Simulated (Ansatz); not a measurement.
The parent structure is an 8-atom supercell of BAs in the zinc blende structure (space group F-43m, No. 216; a = 4.8094 Å) at its relaxed geometry.

The values are results of Ansatz (a first-principles code), PBE, PAW, cutoff 420 eV, scalar-relativistic without spin-orbit coupling, earlier PAW set, not measurements.

Base values:

| Quantity | Result |
|---|---|
| Pressure | 0.0 GPa |

It is then changed as follows: a neutral Li interstitial (started 1.96 Å from the nearest host atom), atoms relaxed at fixed cell, starting from a slightly rattled geometry.

Predict the new largest displacement of a host atom from its site in the perfect cell, pressure and final site of the added atom.

The largest displacement of a host atom from its site in the perfect cell comes out as 0.10 Å; the pressure goes from zero to 10.0 GPa; the final site of the added atom comes out as 4 As at 2.18 Å and 6 B at 2.40 Å.

The magnetic state is the one reached from the starting moments; the real material's order can differ, and small cells can't hold many antiferromagnetic ones. The cell is small, so the values are those of an ordered compound at a high defect concentration; dilute-limit values will differ. A case with no gap was solved on a k-mesh chosen for an insulator, which is coarse for it. Seeded moments were not kept for Li interstitial (started 1.96 Å from the nearest host atom). The defect cell is spin-polarised and ends with 0.0 μB.
